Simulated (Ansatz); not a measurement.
```yaml
crystal:
  lattice:
    - [-3.25074, 3.39811, 3.40873]
    - [3.25074, -3.39811, 3.40873]
    - [3.25074, 3.39811, -3.40873]
  atoms:
    - { symbol: Sn, position: [0.00000, 0.00000, 0.00000] }
    - { symbol: Pb, position: [0.00000, 0.50000, 0.50000] }
    - { symbol: Sn, position: [0.50000, 0.25069, 0.75069] }
    - { symbol: Sn, position: [0.50000, 0.74931, 0.24931] }
    - { symbol: O, position: [0.69222, 0.69222, 0.00000] }
    - { symbol: O, position: [0.68742, 0.18742, 0.50000] }
    - { symbol: O, position: [0.80234, 0.23966, 0.04200] }
    - { symbol: O, position: [0.80234, 0.76034, 0.56268] }
    - { symbol: O, position: [0.19766, 0.23966, 0.43732] }
    - { symbol: O, position: [0.19766, 0.76034, 0.95800] }
    - { symbol: O, position: [0.30778, 0.30778, 0.00000] }
    - { symbol: O, position: [0.31258, 0.81258, 0.50000] }
```

No spin polarisation.

The values are results of Kohn–Sham DFT with the r2SCAN functional, run in Ansatz (an electronic-structure program) with PAW and 500 eV plane waves, no SOC, not measurements. k-mesh 7×7×7 (Γ-centred); smearing 0.05 eV (Fermi–Dirac).

Question: What is the computed band gap?

Answer: 0.88 eV.

Question: What is the computed gap character (in this cell's own zone, which can be folded)?

Answer: Direct at Γ.

Question: Estimate the valence-band top at Γ (three highest levels, from the VBM).

Answer: 0.00, -0.72, -0.73 eV.

These are small ordered cells, not random alloys; other orderings at the same x differ. With Pb present, leaving out spin-orbit coupling can change the band edges. Stability against distortions was not tested. The cell was made from SnO2 by this change: x(Pb) = 0.25, 12 atoms, Immm.
